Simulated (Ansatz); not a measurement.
**V3O5 (space group C2/c, No. 15; ferromagnetic)**

```cif
data_O10V6
_chemical_formula_sum 'V6 O10'
_space_group_name_H-M_alt 'P 1'
_space_group_IT_number 1
_cell_length_a 5.55187
_cell_length_b 5.55187
_cell_length_c 7.02015
_cell_angle_alpha 109.871
_cell_angle_beta 109.871
_cell_angle_gamma 52.452
loop_
_space_group_symop_operation_xyz
  'x, y, z'
loop_
_atom_site_label
_atom_site_type_symbol
_atom_site_fract_x
_atom_site_fract_y
_atom_site_fract_z
_atom_site_occupancy
V1 V 0.12128 0.13384 0.71786 1
V2 V 0.87872 0.86616 0.28214 1
V3 V 0.86616 0.87872 0.78214 1
V4 V 0.13384 0.12128 0.21786 1
V5 V 0.50000 0.50000 0.50000 1
V6 V 0.50000 0.50000 0.00000 1
O1 O 0.84370 0.54194 0.66192 1
O2 O 0.15630 0.45806 0.33808 1
O3 O 0.45806 0.15630 0.83808 1
O4 O 0.54194 0.84370 0.16192 1
O5 O 0.07504 0.75974 0.05522 1
O6 O 0.92496 0.24026 0.94478 1
O7 O 0.24026 0.92496 0.44478 1
O8 O 0.75974 0.07504 0.55522 1
O9 O 0.30744 0.69256 0.75000 1
O10 O 0.69256 0.30744 0.25000 1
```

Method: PBEsol (Ansatz, a quantum-chemistry and plane-wave program, PAW, no SOC). k-mesh 8×8×6 (Γ-centred); smearing 0.05 eV (Fermi–Dirac).

```yaml
volume_per_atom: 9.92 Å³
density: 4.87 g/cm³
band_gap: zero
magnetic_state: ferromagnetic
total_energy: -1433.294 eV/atom (σ→0; compares only within this code and set-up)
```

Other magnetic orders, which the real material may have, were not ruled out. Whether these cells are dynamically stable was not tested. No Hubbard U is applied, and correlation can decide whether such a compound is a metal.
